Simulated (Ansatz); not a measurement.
For ScPd3 (model structure, started from the D022 type, I4/mmm, No. 139, 4 atoms in the cell), PBE (Ansatz, an electronic-structure program, plane waves, PAW) gives:

| Property | Value |
|---|---|
| lattice constant a | 4.060 Å |
| lattice parameter c | 7.913 Å |
| cohesive energy | 4.58 eV/atom |

Q: What does r²SCAN (plane waves, PAW; Ansatz) give for the same quantities?

A: 
- lattice constant a: 4.027 Å (shrinks by 0.8 %)
- lattice parameter c: 7.847 Å (drops by 0.8 %)
- cohesive energy: 4.86 eV/atom (increases by 0.28 eV/atom)

Changes are worked out from the printed values.

Unless a cell is named, each level is at its own relaxed cell (PBE 16.30, r²SCAN 15.90 Å³/atom).

The crystal itself was run without spin with PBE, r²SCAN; a magnetic state was not tried in these runs.

Ansatz's density-functional and Hartree–Fock values are scalar-relativistic unless marked +SOC, with PAW data made under PBE.

A model structure was made by putting elements into a prototype or built by hand; it is no filed structure, need not be a known phase, and can be a saddle point held by its symmetry.
